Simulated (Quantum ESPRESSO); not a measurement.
Several settings converged on a (001) slab of Zr2Au (cut from a parent of space group no. 139; 6 atoms in the cell)

```xyz
6
Lattice="3.3103 0.0000 0.0000 0.0000 3.3103 0.0000 0.0000 0.0000 23.5755" Properties=species:S:1:pos:R:3 pbc="T T T"
Zr     1.6551     1.6551    16.5755
Zr     0.0000     0.0000     7.0000
Au     0.0000     0.0000    14.7092
Zr     0.0000     0.0000    10.7325
Zr     1.6551     1.6551    12.8430
Au     1.6551     1.6551     8.8663
```

Base method: PBEsol, GBRV 1.5 ultrasoft (PBESOL) pseudopotentials (plane waves; Quantum ESPRESSO 7.5).

Base settings: ecutwfc = 40 Ry; ecutrho = 320 Ry; occupations = smearing; smearing = fd; degauss = 0.0073499 Ry; mixing_mode = local-TF; potentials = {Zr: zr_pbesol_v1.uspp.F.UPF, Au: au_pbesol_v1.uspp.F.UPF}; K_POINTS = automatic 5 5 1 0 0 0; conv_thr = 1e-11 Ry; mixing_beta = 0.4.

The count of work is k-points × plane waves × bands × iterations; it is no time. Core times come from one kind of shared machine, to one figure; runs under 30 s give none.

**The k-point mesh**

Only quantities that move along the ladder and can be compared are tabulated.

```tsv
K_POINTS	free energy less the last step's (meV/atom)	largest difference of a force vector from the last step's (eV/Å)	count of work / last	core time / last (rough)
automatic 2 2 1 0 0 0	-130.60	1.127	0.29	0.9
automatic 4 4 1 0 0 0	-23.82	0.134	0.63	1
automatic 5 5 1 0 0 0	-4.83	0.108	0.63	1
automatic 6 6 1 0 0 0	0.00	0.000	1.0	1
```

Coarsest K_POINTS that holds the free energy within 2 meV/atom: not settled: the last two steps still differ by 4.8 meV/atom, over half the tolerance, so the ladder does not show it.

Coarsest K_POINTS that holds the forces within 0.02 eV/Å: not settled: the last two steps still differ by 0.11 eV/Å, over half the tolerance, so the ladder does not show it.

**The plane-wave cutoff**

Moved along: ecutrho.

The mesh stays at the base's, so the ladder's end is converged at best in this setting alone.

Only quantities that move along the ladder and can be compared are tabulated.

```csv
ecutwfc,free energy less the last step's (meV/atom),largest difference of a force vector from the last step's (eV/Å),count of work / last,core time / last (rough)
20 Ry,159.10,0.021,0.33,0.3
24 Ry,8.26,0.002,0.45,0.3
28 Ry,1.38,0.004,0.51,0.4
34 Ry,0.88,0.001,0.75,0.5
40 Ry,0.00,0.000,1.0,1
```

Coarsest ecutwfc that holds the free energy within 5 meV/atom of the last step, with all finer ones: 28 Ry, at about 0.4 of the last step's time; the step before is off by 8.3 meV/atom.

Coarsest ecutwfc that holds the forces within 0.005 eV/Å of the last step, with all finer ones: 24 Ry, at 0.45 of the last step's count of work and about 0.3 of the last step's time; the step before is off by 0.021 eV/Å.

On the base run: the starting cell comes from a database of computed structures (which also holds hypothetical and non-ambient phases and stackings), without a prior relaxation at this level. The slab is cut from that crystal, and its faces are unrelaxed. Its lattice was rescaled by up to half a per cent. Without a gap this mesh is coarse (it stands for a supercell whose shortest in-plane vector is 17 Å).
